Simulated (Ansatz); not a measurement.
The starting structures come from a database of crystals and need not be the phases stable at ambient conditions.

 Where the default PAW files enter, the runs use the earlier of Ansatz's two default sets.

Inside the gap of an insulator the Bloch states are evanescent, with a wavenumber k + iκ along the transport direction.

Consider the following.

```xyz
12
Lattice="3.7523 0.0000 0.0000 -1.8761 5.2456 0.0000 0.0000 0.0000 12.6727" Properties=species:S:1:pos:R:3 pbc="T T T"
Si     1.8761     2.6991    11.9771
Si     0.0000     2.5465     0.6956
Si     0.0000     2.5465     5.6408
Si     1.8761     2.6991     7.0320
Si     0.0000     4.4975     1.9930
Si     1.8761     0.7481    10.6797
Si     1.8761     0.7481     8.3294
Si     0.0000     4.4975     4.3433
Si     1.8761     4.9442    11.5242
Si     0.0000     0.3014     1.1485
Si     0.0000     0.3014     5.1878
Si     1.8761     4.9442     7.4849
```

Space group of this cell: Cmcm. The cell is strained (lengths across the current scaled by 0.98, ions clamped); by r2SCAN its mean pressure is 4.3 GPa.

Transport runs along the normal of the first two printed cell vectors.

The gap is the functional's own. No spin-orbit coupling. Mid-gap values are interpolated on the energy grid.

Give the band gap and the smallest decay constant κ at mid-gap that r2SCAN (Ansatz, a program for electronic structure) yields.

Gap 0.63 eV on a 8×8×4 mesh; κ = 0.135 1/Å, at the zone centre.
